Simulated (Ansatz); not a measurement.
**Defect calculation: Ge on the N site (Ge_N) in zinc-blende BN**

Method: PBE, PAW (plane waves to 420 eV; Ansatz, a quantum-chemistry and plane-wave program). The supercell holds 64 host sites (2×2×2 repeats of the unit cell), with a 2×2×2 shifted k-point sampling for the final energies. Site at the start: the N site. Charged cells carry a point-charge image correction with potential alignment at far atoms. Dielectric constants: PBE linear response of the host. Host gap at this level: 4.46 eV. These values are not converged in cell size to better than tenths of an eV. Levels are measured in PBE's own, too narrow, gap. Spin–orbit coupling is left out. Each state is the lowest found from its start.

Formation energies E_f are given with the Fermi level at the valence-band maximum. Chemical conditions: N-rich (Δμ(N) = 0.00 eV, Δμ(Ge) = -0.009 eV, bounded by Ge3N4 (P31c); only phases computed here count, gases as isolated molecules at 0 K). Reference phases: Ge: germanium, N: N2 molecule in a box.

| charge | moment (μB) | largest move off a lattice site (Å) | image correction with alignment (eV) | E_f, N-rich (eV) | above the lowest spin state (eV) |
|---|---|---|---|---|---|
| +1† | 2.0 | 0.30 | 0.71 | – | 0.00 |
| +1 | not spin-polarised | 0.33 | 0.69 | 11.51 | 0.12 |
| 0 | 1.0 | 0.28 | 0.00 | 12.79 | 0.00 |
| −1 | not spin-polarised | 0.25 | -0.05 | 15.05 | 0.00 |

† Not settled in this cell, so no level is given: charge +1: a level filled in part.

Transition levels above the valence-band maximum: ε(0/−1) = 2.26 eV. With a charge missing or unsettled, these needn't be thermodynamic levels.
